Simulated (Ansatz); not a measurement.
Results of G0W0@PBE+SOC in Ansatz (hard PAW, contour deformation, complete-basis limit, spin–orbit shift from PBE) for fluorite PbF2 (high-temperature phase).

Settings: largest k mesh 10×10×10 (not extrapolated in the mesh).

The cell has the measured lattice: a = b = c = 5.9400 Å, α = β = γ = 90.00°.

Give the computed band gap.


- band gap: 6.39 eV

Note: filled d or f shells below the valence bands can shift G0W0 gaps through exchange with them, which wasn't tested here; spin–orbit coupling enters as the shift of the gap found with a semilocal functional; cell and atoms aren't relaxed at this level.

Ansatz is an electronic-structure program.
